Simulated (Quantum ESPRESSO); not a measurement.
Worked example: self-consistent single point of MgMn2O4 (P1, 7 atoms in the cell) in Quantum ESPRESSO.

Level of theory: LDA (PZ), GBRV 1.5 ultrasoft (LDA) pseudopotentials (plane waves; Quantum ESPRESSO 7.5).

The change in words: atoms moved at random. Reference geometry:
```
MgMn2O4
1.0
    3.09290     0.00000     0.00000
   -1.54645     2.67853     0.00000
    0.00000     0.00000    10.13797
Mg Mn O
1 2 4
Direct
  0.00000   0.00000   0.00000
  0.00000   0.00000   0.73073
  0.00000   0.00000   0.26927
  0.66667   0.33333   0.12402
  0.33333   0.66667   0.87598
  0.66667   0.33333   0.65128
  0.33333   0.66667   0.34872
```
Moments meant for the start (each program seeds them in its own way; μB, in the order of the atoms Mg Mn Mn O O O O): 0.0 4.0 4.0 0.0 0.0 0.0 0.0.

Reference input (self-consistent single point, DFT, LDA (PZ), plane waves, GBRV 1.5 ultrasoft (LDA) pseudopotentials): ecutwfc = 50 Ry; ecutrho = 400 Ry; occupations = smearing; smearing = gaussian; degauss = 0.0147 Ry; nspin = 2; potentials = {Mg: mg_lda_v1.4.uspp.F.UPF, Mn: mn_lda_v1.5.uspp.F.UPF, O: o_lda_v1.2.uspp.F.UPF}; K_POINTS = automatic 7 7 2 0 0 0; conv_thr = 1e-11 Ry; mixing_beta = 0.3. This run's input differs from it in these lines:

```diff
@@ -29,13 +29,13 @@
 CELL_PARAMETERS angstrom
-   3.0928989392     0.0000000000     0.0000000000
-  -1.5464494696     2.6785290527     0.0000000000
+   3.0928990000     0.0000000000     0.0000000000
+  -1.5464500000     2.6785290000     0.0000000000
    0.0000000000     0.0000000000    10.1379730000
 ATOMIC_POSITIONS crystal
-Mg    0.0000000000    0.0000000000    0.0000000000
-Mn    0.0000000000    0.0000000000    0.7307300000
-Mn    0.0000000000    0.0000000000    0.2692700000
-O     0.6666666667    0.3333333333    0.1240200000
-O     0.3333333333    0.6666666667    0.8759800000
-O     0.6666666667    0.3333333333    0.6512800000
-O     0.3333333333    0.6666666667    0.3487200000
+Mg    0.0043470000    0.0145470000    0.0014690000
+Mn    0.0015000000    0.0044790000    0.7337860000
+Mn   -0.0118530000   -0.0199390000    0.2663610000
+O     0.6582080000    0.3373240000    0.1157180000
+O     0.3459020000    0.6670070000    0.8778290000
+O     0.6653680000    0.3445190000    0.6508010000
+O     0.3365270000    0.6520630000    0.3540360000
 K_POINTS automatic
```

The program printed (abridged):

```
     Self-consistent Calculation

     iteration #  1     ecut=    50.00 Ry     beta= 0.30

     total energy              =    -675.93805034 Ry
     estimated scf accuracy    <       3.42499189 Ry

     total magnetization       =     7.96 Bohr mag/cell
     absolute magnetization    =     7.98 Bohr mag/cell

     iteration #  2     ecut=    50.00 Ry     beta= 0.30

     total energy              =    -675.04960118 Ry
     estimated scf accuracy    <      15.15010538 Ry

     total magnetization       =     4.21 Bohr mag/cell
     absolute magnetization    =     5.78 Bohr mag/cell

     iteration #  3     ecut=    50.00 Ry     beta= 0.30

   [... lines left out ...]
     absolute magnetization    =     8.14 Bohr mag/cell

     iteration # 22     ecut=    50.00 Ry     beta= 0.30

     negative rho (up, down):  0.000E+00 2.398E-05

     Magnetic moment per site  (integrated on atomic sphere of radius R)
     atom   1 (R=0.280)  charge=  8.1648  magn=  0.0057
     atom   2 (R=0.261)  charge= 11.9080  magn=  3.2254
     atom   3 (R=0.261)  charge= 11.9140  magn=  3.2861
     atom   4 (R=0.261)  charge=  5.3134  magn=  0.1091
     atom   5 (R=0.261)  charge=  5.3012  magn=  0.1057
     atom   6 (R=0.261)  charge=  5.2827  magn=  0.0529
     atom   7 (R=0.261)  charge=  5.2646  magn=  0.0517
     End of self-consistent calculation

     Number of k-points >= 100: set verbosity='high' to print the bands.

     the Fermi energy is     7.8604 ev

!    total energy              =    -676.80911175 Ry
     estimated scf accuracy    <          7.5E-12 Ry
     smearing contrib. (-TS)   =      -0.00520378 Ry
     internal energy E=F+TS    =    -676.80390796 Ry

     total magnetization       =     8.00 Bohr mag/cell
     absolute magnetization    =     8.14 Bohr mag/cell

     convergence has been achieved in  22 iterations

     negative rho (up, down):  0.000E+00 2.398E-05

     Forces acting on atoms (cartesian axes, Ry/au):

     atom    1 type  1   force =    -0.00024343   -0.00278571   -0.00879158
     atom    2 type  2   force =    -0.00289940    0.00247019   -0.03586478
   [... lines left out ...]
     Total force =     0.144001     Total SCF correction =     0.000012
   [... lines left out ...]

     negative rho (up, down):  0.000E+00 2.398E-05
          total   stress  (Ry/bohr**3)                   (kbar)     P=     -202.60
  -0.00149394  -0.00007776   0.00001911         -219.77      -11.44        2.81
  -0.00007776  -0.00159989  -0.00001682          -11.44     -235.35       -2.47
   0.00001911  -0.00001682  -0.00103800            2.81       -2.47     -152.70

   JOB DONE.
```

The run converged in 22 iterations. Against the reference run the free energy rises by 33.6 meV/atom, the pressure goes from -19.27 to -20.26 GPa, the largest force goes from 1.573 to 2.398 eV/Å and the size of the net moment stays at 1.14 μB/atom.

The starting cell comes from a database of computed structures (which also holds hypothetical and non-ambient phases and stackings), without a prior relaxation at this level. Its lattice was rescaled by a random factor within 2.5 % of one. For this run, on top of that: atoms moved at random. The magnetic order is the one reached from the typed start; others were not searched systematically. With a pressure of about -20 GPa the cell is away from its equilibrium volume at this level. Forces in this geometry exceed 1 eV/Å.

Cost on one core of a shared machine: roughly 7 min.
